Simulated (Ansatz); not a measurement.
Hypothetical P4_2/mnm BAs: pressure series

The reference is BAs (space group P4_2/mnm, No. 136; a hypothetical phase, not in the database extracts checked).

```
BAs
1.0
    5.83723     0.00000     0.00000
    0.00000     5.83723     0.00000
    0.00000     0.00000     3.36175
B As
4 4
Cartesian
  1.88374   3.95349   0.00000
  3.95349   1.88374   0.00000
  4.80236   4.80236   1.68087
  1.03487   1.03487   1.68087
  1.85865   1.85865   0.00000
  3.97858   3.97858   0.00000
  1.05996   4.77727   1.68087
  4.77727   1.05996   1.68087
```

Cell and atoms are relaxed at each pressure.

Computed with PBEsol (Ansatz, a first-principles code; PAW; 420 eV plane waves; without spin-orbit coupling).

| P (GPa) | V (Å³/atom) |
|---|---|
| -2.00 | 14.551 |
| -1.00 | 14.432 |
| 0.30 | 14.285 |
| 0.70 | 14.241 |
| 1.50 | 14.156 |
| 3.00 | 14.002 |
| 5.00 | 13.810 |
| 7.50 | 13.586 |
| 10.00 | 13.378 |

A third-order Birch–Murnaghan fit to these points gives V₀ = 14.32 Å³/atom, B₀ = 128 GPa and B₀′ = 4.0. At pressure 10 GPa the volume is 93.4 % of V₀.

Between the base and pressure 10 GPa the gap moves from 0.61 eV to 0.39 eV, a mean slope of -22 meV/GPa.

Load acts through the strain it causes; cell and atoms are relaxed under it. Whether these cells are dynamically stable was not tested. No other phases were tried under pressure.
